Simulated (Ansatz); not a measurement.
The parent structure is HfS$_{2}$ in the rutile structure (space group P4_2/mnm, No. 136; a = 6.0239 Å, c = 3.6521 Å; a hypothetical phase, not in the database extracts checked).

Perturbation: cell and atoms relaxed at a pressure of 4.2 GPa.

Levels (all Ansatz, a first-principles code, PAW, earlier PAW set): PBEsol (420 eV, no spin-orbit coupling); PBEsol+SOC (600 eV, noncollinear with spin-orbit coupling).

The geometry is relaxed with PBEsol.

| Property | Result |
|---|---|
| PBEsol electron mass | 0.20 mₑ (at Γ) |
| PBEsol lowest conduction level above the VBM at special points | Γ 0.15 eV; M 0.43 eV; R 0.76 eV; X 1.17 eV |
| PBEsol width of the top valence band | 1.86 eV |
| PBEsol gap character | indirect, M–Γ (89 % along) → Γ |

With PBEsol+SOC at the same geometry, the electron mass changes from 0.20 mₑ (at Γ) to 0.20 mₑ along c, 0.19 mₑ across (at Γ); the lowest conduction level above the VBM at special points becomes Γ 0.14 eV; M 0.43 eV; R 0.74 eV; X 1.17 eV (PBEsol: Γ 0.15 eV; M 0.43 eV; R 0.76 eV; X 1.17 eV); the width of the top valence band is nearly the same (1.86 eV against 1.85 eV); the gap character remains indirect, M–Γ (89 % along) → Γ.

Single points use the geometry relaxed with PBEsol. Their cutoffs differ, which shifts pressures a little. The spin-orbit shifts are approximate. Spin-orbit coupling, missing from the scalar runs, can matter with Hf. Load acts through the strain it causes; cell and atoms are relaxed under it. Effective masses come from finite differences of ±0.01 Å⁻¹. Whether these cells are dynamically stable was not tested. The zero or small gap of HfS2 can change with the level of theory.
